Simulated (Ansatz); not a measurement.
Base system: CdSe in the wurtzite structure (space group P6_3mc, No. 186; a = 4.3019 Å, c = 7.0210 Å).

All numbers come from Kohn–Sham DFT with the PBEsol functional, run in Ansatz (a program for electronic structure) with PAW and 420 eV plane waves, no spin-orbit coupling.

Base values:

| Property | Result |
|---|---|
| Electron mass | 0.055 mₑ (at Γ) |

The change: a negative pressure, −2 GPa.

Problem. What does the calculation give for the mean gap deformation potential ΔEg/Δln V and electron mass after the change?

Solution. The mean gap deformation potential ΔEg/Δln V amounts to -2.0 eV; the electron mass changes from 0.055 mₑ (at Γ) to 0.048 mₑ (at Γ).

Load acts through the strain it causes; cell and atoms are relaxed under it. Effective masses come from finite differences of ±0.01 Å⁻¹. Whether these cells are dynamically stable was not tested.
